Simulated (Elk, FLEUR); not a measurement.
An Elk input for a self-consistent single point of Ge (Fd-3m, 2 atoms in the cell) (DFT, PBE, all-electron FP-LAPW, Elk's shipped species files, APW+lo basis with extra local orbitals):

```
tasks
  0

xctype
  20

tforce
  .true.

rgkmax
  8.0

gmaxvr
  18.0

lmaxapw
  10

lmaxo
  8

nxlo
  2

lorbcnd
  .true.

lradstp
  2

nrmtscf
  2.0

rmtscf
  0.9

lmaxi
  4

swidth
  0.00367493

maxscl
  100

scale
  1.889726125

avec
    0.0000000000    2.7637150000    2.7637150000
    2.7637150000    0.0000000000    2.7637150000
    2.7637150000    2.7637150000    0.0000000000

atoms
  1
  'Ge.in'
  2
  0.5000000000  0.5000000000  0.5000000000    0.0 0.0 0.0
  0.7500000000  0.7500000000  0.7500000000    0.0 0.0 0.0

ngridk
  8 8 8
```

Task: Give the FLEUR input for the same structure, mesh, smearing and functional.

Result: One input that does it (others would too):

Input of the input generator:

```
scf Ge
&input film=f /
-0.0000000000 5.2226644365 5.2226644365
5.2226644365 -0.0000000000 5.2226644365
5.2226644365 5.2226644365 -0.0000000000
1.0
1.0 1.0 1.0

2
32 0.5000000000 0.5000000000 0.5000000000
32 0.7500000000 0.7500000000 0.7500000000

&comp jspins=1 /
&kpt div1=8 div2=8 div3=8 gamma=t /
&end /
```

```xml
<?xml version="1.0" encoding="UTF-8" standalone="no"?>
<fleurInput fleurInputVersion="0.39">
   <comment>
      scf Ge                                                                                              
   </comment>
   <calculationSetup>
      <cutoffs Kmax="3.8" Gmax="15.2" GmaxXC="15.2" numbands="0"/>
      <scfLoop itmax="100" minDistance="0.00001" maxIterBroyd="15" imix="Anderson" alpha="0.05" precondParam="0.0" spinf="2.0"/>
      <coreElectrons ctail="T" frcor="F" kcrel="0" coretail_lmax="0"/>
      <xcFunctional name="pbe" relativisticCorrections="F"/>
      <magnetism jspins="1"/>
      <soc l_soc="F" theta="0.0" phi="0.0" spav="F"/>
      <expertModes spex="0" secvar="F"/>
      <geometryOptimization l_f="T" forcealpha="1.0" forcemix="BFGS" epsdisp="0.00001" epsforce="0.00001"/>
      <ldaU l_linMix="F" mixParam="0.05" spinf="1.0"/>
   </calculationSetup>
   <cell>
      <bzIntegration valenceElectrons="28.0" mode="hist" fermiSmearingEnergy="0.00367493">
         <kPointListSelection listName="default-1"/>
         <!-- k-points included here -->
         <xi:include xmlns:xi="http://www.w3.org/2001/XInclude" href="kpts.xml"> </xi:include>
      </bzIntegration>
      <!-- symmetry operations included here -->
      <xi:include xmlns:xi="http://www.w3.org/2001/XInclude" href="sym.xml"> </xi:include>
      <bulkLattice scale="1.0">
         <bravaisMatrix>
            <row-1>    0.0000000000000000     5.2226644364999997     5.2226644364999997</row-1>
            <row-2>    5.2226644364999997     0.0000000000000000     5.2226644364999997</row-2>
            <row-3>    5.2226644364999997     5.2226644364999997     0.0000000000000000</row-3>
         </bravaisMatrix>
      </bulkLattice>
   </cell>
   <atomSpecies>
      <species name="Germanium (Ge)" element="Ge" atomicNumber="32">
         <mtSphere radius="2.11" gridPoints="745" logIncrement="0.017"/>
         <atomicCutoffs lmax="8" lnonsphr="6"/>
         <electronConfig flipSpins="F">
            <coreConfig>(1s1/2) (2s1/2) (2p1/2) (2p3/2) (3s1/2) (3p1/2) (3p3/2)</coreConfig>
            <valenceConfig>(4s1/2) (3d3/2) (3d5/2) (4p1/2) (4p3/2)</valenceConfig>
            <stateOccupation state="(4p1/2)" spinUp="0.3333333333333" spinDown="0.3333333333333"/>
            <stateOccupation state="(4p3/2)" spinUp="0.6666666666667" spinDown="0.6666666666667"/>
         </electronConfig>
         <energyParameters s="4" p="4" d="3" f="4"/>
      </species>
   </atomSpecies>
   <atomGroups>
      <atomGroup species="Germanium (Ge)">
         <relPos label="                   1">3.000/8.000 3.000/8.000 3.000/8.000</relPos>
         <relPos label="                   2">-3.000/8.000 -3.000/8.000 -3.000/8.000</relPos>
         <force calculate="T" relaxXYZ="TTT"/>
      </atomGroup>
   </atomGroups>
   <output dos="F" band="F" slice="F">
      <checks vchk="F" cdinf="F"/>
      <bandDOS minEnergy="-.5*Htr" maxEnergy="0.5*Htr" sigma="0.015" storeEVData="T"/>
      <vacuumDOS vacdos="F" integ="F" star="F" nstars="0" locx1="0.0" locy1="0.0" locx2="0.0" locy2="0.0" nstm="0" tworkf="0.0"/>
      <unfoldingBand unfoldBand="F" supercellX="1" supercellY="1" supercellZ="1"/>
      <plotting iplot="0" polar="F">
         <plot TwoD="T" vec1="  1.0  0.0  0.0" vec2="  0.0  1.0  0.0" vec3="  0.0  0.0  1.0" zero="  0.0  0.0  0.0" file="plot"/>
      </plotting>
      <chargeDensitySlicing numkpt="0" minEigenval="0.0" maxEigenval="0.0" nnne="0" pallst="F"/>
      <specialOutput eonly="F"/>
      <magneticCircularDichroism mcd="F" energyLo="-10.0" energyUp="0.0"/>
   </output>
  <!-- We include the file relax.xml here to enable relaxations (see documentation) -->
  <xi:include xmlns:xi="http://www.w3.org/2001/XInclude" href="relax.xml"> <xi:fallback/> </xi:include>
</fleurInput>
```

Basis settings and potentials, where a program has them, do not carry over. This input uses DFT, PBE, all-electron FLAPW (FLEUR), scalar-relativistic valence.

The starting cell comes from a database of computed structures (which also holds hypothetical and non-ambient phases and stackings), without a prior relaxation at this level. Its lattice was rescaled by a random factor within 2.5 % of one. For this run, on top of that: lattice scaled by 0.98.
